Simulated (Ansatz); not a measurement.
The starting structures come from a database of crystals and need not be the phases stable at ambient conditions.

 Where the default PAW files enter, the runs use the earlier of Ansatz's two default sets.

By LDA and PBEsol, the system below comes out a metal.

Consider the following.

```yaml
crystal:
  lattice:
    - [2.65853, 0.00000, 0.00000]
    - [0.00000, 4.74274, 0.00000]
    - [1.32926, -2.37137, 2.37137]
  atoms:
    - { symbol: Si, position: [0.25000, 0.50000, 0.00000] }
    - { symbol: Si, position: [0.50000, 0.00000, 0.00000] }
```

Space group of this cell: I4_1/amd. The cell is taken as given; by PBEsol its mean pressure is 0.8 GPa.

The current runs along the normal of the first two printed vectors, the (100) plane. All runs by Ansatz (an electronic-structure program), plane waves and PAW, without spin-orbit coupling; the base is PBEsol.

```
run                                                      mean pressure (GPa)  G/A, both spins (10¹⁵ S/m²)
-------------------------------------------------------  -------------------  ---------------------------
base                                                                     0.8                         1.06
all lengths scaled by 0.98                                               9.0                         1.06
all lengths scaled by 1.02                                              -5.4                         1.02
lda in place of pbesol                                                  -0.8                         1.05
lengths across the current scaled by 0.98, ions clamped                  5.9                   (withheld)
lengths across the current scaled by 1.02, ions clamped                 -3.4                         1.02
lengths along the current scaled by 0.97, ions clamped                   5.1                         1.05
lengths along the current scaled by 1.03, ions clamped                  -2.6                         1.07
```

### Question
Fill in the missing entries.

### Answer

- lengths across the current scaled by 0.98, ions clamped, G/A, both spins (10¹⁵ S/m²): 1.10
